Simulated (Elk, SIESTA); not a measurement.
An Elk input for a self-consistent single point of CaMg₃ (P-6m2, 4 atoms in the cell) (DFT, LDA (PW92), all-electron FP-LAPW, Elk's shipped species files, APW+lo basis with extra local orbitals):

```
tasks
  0

tforce
  .true.

rgkmax
  7.5

gmaxvr
  18.0

lmaxapw
  10

lmaxo
  8

nxlo
  2

lorbcnd
  .true.

lradstp
  2

nrmtscf
  2.0

lmaxi
  4

stype
  0

swidth
  0.00367493

maxscl
  100

scale
  6.442208396

avec
    1.0000000000    0.0000000088    0.0000000000
   -0.5000000076    0.8660253994    0.0000000000
    0.0000000000    0.0000000000    3.1916858297

sppath
  'species/'

atoms
  2
  'Ca.in'
  1
  0.0000000000  0.0000000000  0.5000000000    0.0 0.0 0.0
  'Mg.in'
  3
  0.0000000000  0.0000000000  0.0000000000    0.0 0.0 0.0
  0.6666666667  0.3333333333  0.7645500000    0.0 0.0 0.0
  0.6666666667  0.3333333333  0.2354500000    0.0 0.0 0.0

ngridk
  9 9 3
```

Question: Write the same calculation as an input for SIESTA.

Answer: One input that does it (others would too):

```
# files in the folder: Ca.psml Mg.psml (PseudoDojo LDA standard)
SystemName  CaMg3
SystemLabel CaMg3

NumberOfAtoms                4
NumberOfSpecies              2
%block ChemicalSpeciesLabel
  1 20 Ca
  2 12 Mg
%endblock ChemicalSpeciesLabel
LatticeConstant              3.409070 Ang
%block LatticeVectors
     1.000000000    0.000000000    0.000000000
    -0.500000000    0.866025338    0.000000000
     0.000000000    0.000000000    3.191685709
%endblock LatticeVectors
AtomicCoordinatesFormat      Ang
%block AtomicCoordinatesAndAtomicSpecies
     0.000000000    0.000000000    5.440340000  1
     0.000000000    0.000000000    0.000000000  2
     1.704536705    0.984112683    8.318823894  2
     1.704536705    0.984112683    2.561856106  2
%endblock AtomicCoordinatesAndAtomicSpecies

XC.functional                LDA
XC.authors                   PW92
PAO.BasisSize                DZP
PAO.EnergyShift              0.01 Ry
MeshCutoff                   300 Ry
%block kgrid.MonkhorstPack
    9   0   0  0.0
    0   9   0  0.0
    0   0   3  0.0
%endblock kgrid.MonkhorstPack
OccupationFunction           MP
OccupationMPOrder            0
ElectronicTemperature        1160.45 K

MaxSCFIterations             150
SCF.Mixer.Method             Pulay
SCF.Mixer.Weight             0.25
SCF.Mixer.History            8
SCF.DM.Tolerance             1.0E-05
Diag.ParallelOverK           true
WriteForces                  true
```

Basis settings and potentials, where a program has them, do not carry over. This input uses DFT, LDA PW92, numerical atomic orbitals DZP, PseudoDojo LDA standard norm-conserving potentials (rewritten from UPF to PSML). LDA parametrisations can differ slightly between programs.

The starting cell comes from a database of computed structures (which also holds hypothetical and non-ambient phases and stackings), without a prior relaxation at this level.
